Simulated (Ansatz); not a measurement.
Base system: GaCuSe2 in the chalcopyrite structure (space group I-42d, No. 122; a = 5.672 Å, c = 11.263 Å). Axes: x, y, z lie along a, b, c of the conventional cell.

Structures relaxed with Ansatz (a quantum-chemistry and plane-wave program), PBE, PAW, cutoff 420 eV, no SOC.

Base:

Simulated powder pattern, Cu Kα1, λ = 1.54056 Å (kinematic, ideal powder, no thermal factors, no anomalous dispersion; the 14 strongest lines at most, above 2 %, up to 2θ = 90°):

| 2θ (°) | I/Imax (%) | hkl |
|---|---|---|
| 27.28 | 100 | (112) |
| 45.18 | 25 | (220) |
| 45.35 | 49 | (204) |
| 53.58 | 29 | (312) |
| 53.88 | 14 | (116) |
| 65.81 | 7.7 | (400) |
| 66.34 | 3.8 | (008) |
| 72.63 | 5.7 | (332) |
| 72.88 | 11 | (316) |
| 83.54 | 16 | (424) |
| 83.91 | 7.7 | (228) |
| 89.80 | 6.7 | (512) |

It is then changed as follows: tensile biaxial strain of 0.75 % in the plane normal to [001], as in epitaxy on a mismatched substrate; the out-of-plane cell vector and the atoms relax.

Task: How do the reflections move or split?

Result: 
Simulated powder pattern, Cu Kα1, λ = 1.54056 Å (kinematic, ideal powder, no thermal factors, no anomalous dispersion; the 14 strongest lines at most, above 2 %, up to 2θ = 90°):

| 2θ (°) | d (Å) | I/Imax (%) | hkl |
|---|---|---|---|
| 27.22 | 3.273 | 100 | (112) |
| 44.82 | 2.020 | 25 | (220) |
| 45.38 | 1.997 | 48 | (204) |
| 53.24 | 1.719 | 30 | (312) |
| 54.22 | 1.690 | 14 | (116) |
| 65.26 | 1.429 | 7.9 | (400) |
| 66.99 | 1.396 | 3.6 | (008) |
| 72.07 | 1.309 | 5.8 | (332) |
| 72.91 | 1.296 | 11 | (316) |
| 83.06 | 1.162 | 16 | (424) |
| 84.25 | 1.148 | 7.6 | (228) |
| 89.02 | 1.099 | 6.8 | (512) |
| 89.82 | 1.091 | 3.3 | (336) |

The indices refer to the base's conventional cell; one index is shown for lines that coincide.

Whether these cells are dynamically stable was not tested. The final runs are not spin-polarised.
